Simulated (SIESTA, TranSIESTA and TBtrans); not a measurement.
**Ta chain with one C atom inserted**

System: Ta chain with one C atom inserted. Leads: straight Ta chain, spacing 2.35 Å. Geometry: 3 atoms about the centre moved by SIESTA (PBE, DZP) to a largest force of 0.04 eV/Å, all others as built, motion along the axis alone.

Computed with TranSIESTA and TBtrans, PBE, DZP numerical orbitals (energy shift 0.15 eV), PseudoDojo norm-conserving scalar-relativistic potentials, mesh cutoff 200 Ry, 300 K, spin-polarised (collinear), no spin-orbit coupling; self-consistent non-equilibrium Green functions.

| Quantity | Value |
|---|---|
| Conductance at 300 K (G0 = 2e²/h) | 2.41 |
| Mean T from −0.5 to 0.5 eV | 2.40 |

Energies count from the leads' Fermi level. Transmissions are for each spin. The energy step is 0.01 eV; narrower resonances are cut or missed.

```
E (eV)  T up  T down  lead channels up       down
------  ----  ------  ----------------  ---------
-2.00   2.49    2.41                 4          3
-1.90   2.54    2.39                 4          3
-1.80   2.57    2.33                 4          3
-1.70   2.60    2.23                 4          3
-1.60   2.62    2.06                 4          3
-1.50   2.64    2.21                 4          4
-1.40   2.64    2.34                 4          4
-1.30   2.65    2.42                 4          4
-1.20   2.65    2.47                 4          4
-1.10   2.64    2.50                 4          4
-1.00   2.63    2.51                 4          4
-0.90   2.62    2.51                 4          4
-0.80   2.61    2.51                 4          4
-0.70   2.60    2.50                 6          4
-0.60   2.60    2.49                 6          4
-0.50   2.59    2.48                 6          4
-0.40   2.57    2.46                 6          4
-0.30   2.55    2.44                 6          4
-0.20   2.53    2.42                 6          4
-0.10   2.50    2.39                 6          4
0.00    2.46    2.36                 6          4
0.10    2.42    2.34                 6  band edge
0.20    2.38    2.33                 6          6
0.30    2.33    2.30                 6          6
0.40    2.27    2.26                 6          6
0.50    2.21    2.23                 6          6
0.60    2.15    2.21                 6          6
0.70    2.09    2.19                 6          6
0.80    2.02    2.17                 6          6
0.90    1.94    2.13                 6          6
1.00    1.86    2.06                 6          6
1.10    1.77    2.00                 6          6
1.20    1.67    1.94                 6          6
1.30    1.55    1.88                 6          6
1.40    1.38    1.83                 6          6
1.50    1.03    1.77         band edge          6
1.60    0.66    1.70                 4          6
1.70    0.61    1.62                 4          6
1.80    0.51    1.52                 2          6
1.90    0.49    1.41                 1          6
2.00    0.52    1.25                 1          6
```

The magnetic order of the leads was set by the start, and no other order was tried; the separate lead runs end at 1.06 (left) and 1.06 (right) μB an atom. The straight chain is held at its spacing; free chains may zigzag or dimerise. Spin-orbit coupling, left out here, matters for the heavy atoms.
